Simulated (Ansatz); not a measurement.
Base system: SiO2 in the rutile structure (space group P4_2/mnm, No. 136; a = 4.1945 Å, c = 2.6785 Å). Axes: x, y, z lie along a, b, c of the conventional cell.

Method: PBEsol (Ansatz, a first-principles code, PAW, spin-orbit coupling left out).

The change: the cell is compressed by 3.00 % along x with no lateral relaxation; the atoms relax in the strained cell.

Question: Predict the stress tensor and what it implies for the stiffness.

Answer: Stress of the strained cell less that of the base (GPa, compression positive):
```
  13.58    0.00    0.00
   0.00    6.89    0.00
   0.00    0.00    5.69
```

Then −Δσ_ii/ε with ε = -0.0300 gives secant stiffness values (nonlinear terms included at this strain): C11 ≈ 453 GPa, C12 ≈ 230 GPa and C13 ≈ 190 GPa.

As a check, the harmonic strain energy −½ V₀ Δσ:ε is 10.0 meV/atom; the computed energy rise is 9.7 meV/atom.

Whether these cells are dynamically stable was not tested.
